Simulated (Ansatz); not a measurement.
Start from CaS in the rock salt structure (space group Fm-3m, No. 225; a = 5.6332 Å). Axes: x, y, z lie along the cube axes.

Computed with DFT with PBEsol, PAW potentials and a 420 eV plane-wave cutoff in Ansatz (a first-principles code), without spin-orbit coupling.

Base values:

```
Quantity                             Value
---------------------  -------------------
Band gap                           2.16 eV
Valence-band top at Γ  0.00, 0.00, 0.00 eV
```

It is then changed as follows: the cell is stretched by 1.50 % along z with no lateral relaxation; the atoms relax in the strained cell.

Question: Estimate the effect on the band gap, valence-band top at Γ and stress.

Answer: The band gap increases by 0.03 eV, from 2.16 eV to 2.19 eV; the valence-band top at Γ (three highest levels, from the VBM) changes from 0.00, 0.00, 0.00 eV to 0.00, 0.00, -0.01 eV; the stress (xx, yy, zz, yz, xz, xy; compression positive) amounts to (-0.34, -0.34, -1.90, 0.00, 0.00, 0.00) GPa.

Whether these cells are dynamically stable was not tested.
